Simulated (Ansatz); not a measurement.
Results of BLYP (plane waves, PAW; Ansatz, a first-principles code) for CsCl-type CoAl.

Numerical settings: plane-wave cutoff 520 eV, 16×16×16 k mesh, Fermi–Dirac smearing 0.1 eV, perturbation theory, no spin polarisation, scalar-relativistic PAW data made under PBE.

Computed at the level's own relaxed cell.

```xyz
2
Lattice="2.8778 0.0000 0.0000 0.0000 2.8778 0.0000 0.0000 0.0000 2.8778" Properties=species:S:1:pos:R:3 pbc="T T T"
Al     1.4389     1.4389     1.4389
Co     0.0000     0.0000     0.0000
```

Harmonic phonon frequencies (cm⁻¹; i marks an imaginary mode):

| q point | frequencies |
|---|---|
| Γ | 0 0 0 291 291 291 |
| X | 180 180 240 259 259 378 |
| M | [?] |
| R | 219 219 219 329 329 329 |

Question: Some entries are withheld; supply them.

Answer: 
- M, frequencies: 176 176 208 249 352 352

No imaginary mode appears at these points.
